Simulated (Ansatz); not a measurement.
**Response to strain in YB6**

The parent structure is YB$_{6}$ (space group Pm-3m, No. 221; a = 4.076 Å).

Strains are applied to the cell and any free atomic positions relax.

Computed with Ansatz (an electronic-structure program) PBEsol, spin-orbit coupling left out.

Notes on the quantities. energy relative to the base: free energy F.

| variant | pressure | energy relative to the base | shortest interatomic distance |
|---|---|---|---|
| base | 0.0 GPa | 0 meV/atom | 1.620 Å |
| isotropic strain −4.03 % | 27.2 GPa | +87 meV/atom | 1.545 Å |
| isotropic strain −2.23 % | 13.5 GPa | +25 meV/atom | 1.578 Å |
| isotropic strain +1.73 % | -8.3 GPa | +14 meV/atom | 1.654 Å |
| isotropic strain +3.64 % | -15.7 GPa | +58 meV/atom | 1.692 Å |

No phonon test of stability was made. All final runs are without spin polarisation. An odd electron count without spin: YB6.
